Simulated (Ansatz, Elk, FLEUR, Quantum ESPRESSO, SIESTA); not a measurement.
# One structure in several programs: AlCoNi₆ (P4/mmm, 8 atoms in the cell)

Self-consistent single point.

```yaml
crystal:
  lattice:
    - [3.52277, 0.00000, 0.00000]
    - [0.00000, 3.52277, 0.00000]
    - [0.00000, 0.00000, 7.07287]
  atoms:
    - { symbol: Al, position: [0.00000, 0.00000, 0.00000] }
    - { symbol: Co, position: [0.00000, 0.00000, 0.50000], spin: 3.0 }
    - { symbol: Ni, position: [0.50000, 0.50000, 0.00000], spin: 2.0 }
    - { symbol: Ni, position: [0.50000, 0.50000, 0.50000], spin: 2.0 }
    - { symbol: Ni, position: [0.50000, 0.00000, 0.25622], spin: 2.0 }
    - { symbol: Ni, position: [0.50000, 0.00000, 0.74378], spin: 2.0 }
    - { symbol: Ni, position: [0.00000, 0.50000, 0.25622], spin: 2.0 }
    - { symbol: Ni, position: [0.00000, 0.50000, 0.74378], spin: 2.0 }
```
(The spins are starting values, not results.)

Shared settings, as Ansatz (an electronic-structure program) writes them: kpoints.mp_grid.grid = 4 4 2; scf.occupations.method = gaussian; scf.occupations.width = 0.2 eV. Potentials and cutoffs stand in the table.

| code | model | pressure (GPa) | largest force (eV/Å) | size of the net moment (μB/atom) | cutoff |
|---|---|---|---|---|---|
| SIESTA | LDA PW92, numerical atomic orbitals DZP, PseudoDojo LDA standard norm-conserving potentials (rewritten from UPF to PSML) | -15.82 | 0.269 | 0.53 | grid 300 Ry |
| Ansatz | LDA (PW92), PAW files made with PBE | -13.05 | 0.069 | 0.53 | default |
| Quantum ESPRESSO | LDA (PZ), PSlibrary PAW (LDA) pseudopotentials | -12.75 | 0.060 | 0.53 | 55 Ry |
| Elk | LDA (PW92), all-electron FP-LAPW, Elk's shipped species files, APW+lo basis with extra local orbitals | – | – | 0.53 | rgkmax 8 |
| FLEUR | LDA (Perdew-Zunger), all-electron FLAPW (FLEUR), scalar-relativistic valence | – | 0.073 | 0.52 | Kmax 3.6 1/bohr |

A dash marks a value that a program does not give, or that is left out as unsure.

On Ansatz's run: the magnetic order is the one reached from the typed start; others were not searched systematically.

The spread over the programs that give each value: pressure within 3.07 GPa; largest force within 0.209 eV/Å; size of the net moment within 0.01 μB/atom.

SIESTA uses small atom-centred bases, whose incompleteness enters pressures, forces and empty levels differently from a plane-wave cutoff. Elk and FLEUR treat all electrons, but the usual bases taken here (sphere radii, linearisation, local orbitals, empty states) were not tested for convergence, so the values are no reference for the others. Ansatz's pressure is given at a fixed set of plane waves, as the other plane-wave codes print theirs; with its correction for the finite basis it is -12.97 GPa. The same LDA comes in different parametrisations, which differ slightly. In the pressure, SIESTA (by 2.92) lies more than 1 GPa from the median of the plane-wave programs. In the force vectors, SIESTA (by 0.204) lies more than 0.08 eV/Å from the median of the plane-wave programs.

On the base mesh (5 5 3) the same programs gave: Ansatz pressure -12.84 GPa; Quantum ESPRESSO pressure -12.57 GPa; SIESTA pressure -15.61 GPa.

The starting cell comes from a database of computed structures (which also holds hypothetical and non-ambient phases and stackings), without a prior relaxation at this level.

Keys are those of Ansatz 0.2.
